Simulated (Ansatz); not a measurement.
Take Ag in the fcc (Cu type) structure (space group Fm-3m, No. 225; a = 4.1483 Å; relaxed with 0.1 eV smearing) as the base. Axes: x, y, z lie along the cube axes.

Level of theory: Ansatz (a quantum-chemistry and plane-wave program) PBE, scalar-relativistic without spin-orbit coupling.

Modification: an isotropic linear strain of +3.00 %; the atoms relax in the strained cell.

**Question.** Predict the stress tensor and what it implies for the stiffness.

**Answer.** Stress of the strained cell less that of the base (GPa, compression positive):
```
   -6.2     0.0     0.0
    0.0    -6.2     0.0
    0.0     0.0    -6.2
```

Then B = −ΔP/(ΔV/V₀) with ΔV/V₀ = 0.0927 gives secant stiffness values (nonlinear terms included at this strain): B ≈ 67 GPa.

As a check, the harmonic strain energy −½ V₀ Δσ:ε is 31 meV/atom; the computed energy rise is 36 meV/atom.

No phonon test of stability was made.
